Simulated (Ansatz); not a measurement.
The starting structures come from a database of crystals and need not be the phases stable at ambient conditions.

Inside the gap of an insulator the Bloch states are evanescent, with a wavenumber k + iκ along the transport direction.

```
CELL_PARAMETERS angstrom
      4.00664     0.00000     0.00000
      0.00000     4.00664     0.00000
      2.00332     2.00332     2.83312
ATOMIC_POSITIONS crystal
  Mg 0.00000 0.00000 0.00000
  S  0.25000 0.75000 0.50000
```

Space group of this cell: F-43m, zinc blende. The cell is taken as given.

Transport runs along the normal of the first two printed cell vectors, the (001) plane of the conventional cell.

The gap is the functional's own, uncorrected, and κ follows it; spin-orbit coupling is left out. Mid-gap values are interpolated between the computed energies.

Problem. State the band gap and the smallest decay constant κ at mid-gap according to Ansatz (a quantum-chemistry and plane-wave program) with r2SCAN.

Solution. Gap 4.13 eV on a 10×10×10 mesh; κ = 0.283 1/Å, at the zone centre.
